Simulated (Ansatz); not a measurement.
Consider Sb (space group R-3m, No. 166; layered; relaxed with 0.1 eV smearing).

```yaml
crystal:
  lattice:
    - [2.16313, 1.24888, 3.77967]
    - [-2.16313, 1.24888, 3.77967]
    - [0.00000, -2.49776, 3.77967]
  atoms:
    - { symbol: Sb, position: [0.23339, 0.23339, 0.23339] }
    - { symbol: Sb, position: [0.76661, 0.76661, 0.76661] }
```

Cartesian axes are those of the cell as printed.

All numbers come from Ansatz (a quantum-chemistry and plane-wave program), r2SCAN+rVV10, PAW, cutoff 500 eV, no SOC.

Modification: the cell is compressed by 5.74 % along z with no lateral relaxation, atoms relaxed at fixed cell.

**Question.** How does this affect the stress?

**Answer.** The stress (xx, yy, zz, yz, xz, xy; compression positive) is (1.7, 1.7, 3.1, 0.0, 0.0, 0.0) GPa.

The cells carry an imposed strain or load. No phonon test of stability was made.
